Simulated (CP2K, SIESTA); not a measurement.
A SIESTA input for a self-consistent single point of CsSiI3 (R3m, 5 atoms in the cell) (DFT, LDA PW92, numerical atomic orbitals DZP, PseudoDojo LDA standard norm-conserving potentials (rewritten from UPF to PSML)):

```
# files in the folder: Cs.psml Si.psml I.psml (PseudoDojo LDA standard)
SystemName  CsSiI3
SystemLabel CsSiI3

NumberOfAtoms                5
NumberOfSpecies              3
%block ChemicalSpeciesLabel
  1 55 Cs
  2 14 Si
  3 53 I
%endblock ChemicalSpeciesLabel
LatticeConstant              6.010919 Ang
%block LatticeVectors
     0.691651144    0.399324962    0.601795998
    -0.691651144    0.399324962    0.601795998
     0.000000000   -0.798649924    0.601795998
%endblock LatticeVectors
AtomicCoordinatesFormat      Fractional
%block AtomicCoordinatesAndAtomicSpecies
     0.001010000    0.001010000    0.001010000  1
     0.462660000    0.462660000    0.462660000  2
     0.501875000    0.501875000    0.029390000  3
     0.029390000    0.501875000    0.501875000  3
     0.501875000    0.029390000    0.501875000  3
%endblock AtomicCoordinatesAndAtomicSpecies

XC.functional                LDA
XC.authors                   PW92
PAO.BasisSize                DZP
PAO.EnergyShift              0.005 Ry
MeshCutoff                   300 Ry
%block kgrid.MonkhorstPack
    4   0   0  0.0
    0   4   0  0.0
    0   0   4  0.0
%endblock kgrid.MonkhorstPack
OccupationFunction           FD
ElectronicTemperature        580.23 K

MaxSCFIterations             150
SCF.Mixer.Method             Broyden
SCF.Mixer.Weight             0.2
SCF.Mixer.History            8
SCF.DM.Tolerance             1.0E-04
Diag.ParallelOverK           true
WriteForces                  true
```

### Question
Translate this input to CP2K.

### Answer
This is the input that was run; spellings and numerical settings could be chosen otherwise.

```
&GLOBAL
  PROJECT bulk
  RUN_TYPE ENERGY_FORCE
  PRINT_LEVEL MEDIUM
&END GLOBAL
&FORCE_EVAL
  METHOD Quickstep
  STRESS_TENSOR ANALYTICAL
  &DFT
    BASIS_SET_FILE_NAME BASIS_MOLOPT
    POTENTIAL_FILE_NAME GTH_POTENTIALS
    &QS
      METHOD GPW
      EPS_DEFAULT 1E-11
    &END QS
    &MGRID
      CUTOFF 500
      REL_CUTOFF 50
      NGRIDS 5
    &END MGRID
    &SCF
      SCF_GUESS ATOMIC
      EPS_SCF 1E-6
      MAX_SCF 100
      ADDED_MOS 7
      &DIAGONALIZATION
        ALGORITHM STANDARD
      &END DIAGONALIZATION
      &MIXING
        METHOD BROYDEN_MIXING
        ALPHA 0.4
        NBUFFER 8
        BETA 1.5
      &END MIXING
      &SMEAR ON
        METHOD FERMI_DIRAC
        ELECTRONIC_TEMPERATURE [K] 580.23
      &END SMEAR
    &END SCF
    &KPOINTS
      SCHEME MONKHORST-PACK 4 4 4
      GAMMA_CENTERED T
    &END KPOINTS
    &XC
      &XC_FUNCTIONAL PADE
      &END XC_FUNCTIONAL
    &END XC
    &PRINT
      &MO
        EIGENVALUES T
        OCCUPATION_NUMBERS T
        NDIGITS 8
        FILENAME mo
        &EACH
          QS_SCF 0
        &END EACH
        ADD_LAST NUMERIC
      &END MO
      &MULLIKEN ON
      &END MULLIKEN
    &END PRINT
  &END DFT
  &SUBSYS
    &CELL
      A 6.01091900 0.00000000 0.00000000
      B 0.25989700 6.00529800 0.00000000
      C 0.25989800 0.24889300 6.00013800
      PERIODIC XYZ
    &END CELL
    &COORD
      SCALED
      Cs       0.00101000     0.00101000     0.00101000
      Si       0.46266000     0.46266000     0.46266000
      I        0.50187500     0.50187500     0.02939000
      I        0.02939000     0.50187500     0.50187500
      I        0.50187500     0.02939000     0.50187500
    &END COORD
    &KIND Cs
      BASIS_SET DZVP-MOLOPT-SR-GTH
      POTENTIAL GTH-PADE-q9
    &END KIND
    &KIND Si
      BASIS_SET DZVP-MOLOPT-SR-GTH
      POTENTIAL GTH-PADE-q4
    &END KIND
    &KIND I
      BASIS_SET DZVP-MOLOPT-SR-GTH
      POTENTIAL GTH-PADE-q7
    &END KIND
  &END SUBSYS
  &PRINT
    &FORCES ON
    &END FORCES
    &STRESS_TENSOR ON
    &END STRESS_TENSOR
  &END PRINT
&END FORCE_EVAL
```

Basis, cutoffs, solver keys and any potentials are the target program's own. This input uses DFT LDA (Pade form), GPW, DZVP-MOLOPT-SR-GTH basis, GTH-PADE potentials (GTH_POTENTIALS). LDA parametrisations can differ slightly between programs.

The starting cell comes from a database of computed structures (which also holds hypothetical and non-ambient phases and stackings), without a prior relaxation at this level. For this run, on top of that: lattice scaled by 0.98.
